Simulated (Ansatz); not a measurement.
Results of LDA (PAW; Ansatz, a first-principles code) for Be3N2 (Ia-3, No. 206).

Numerical settings: plane-wave cutoff 520 eV, 6×6×6 k mesh, Fermi–Dirac smearing 0.01 eV, scalar-relativistic PAW data made under PBE.

Properties against volume:

| V (Å³/atom) | P (GPa) | direct gap at Γ (eV) |
|---|---|---|
| 6.221 | 10.26 | 3.356 |
| 6.351 | 4.89 | 3.337 |
| 6.480 | -0.01 | 3.317 |
| 6.610 | -4.47 | 3.298 |
| 6.739 | -8.54 | 3.280 |

A straight line through the gaps at Γ against ln V gives a volume deformation potential dE_g(Γ)/d ln V of -1.0 eV: the gap at Γ widens under compression.
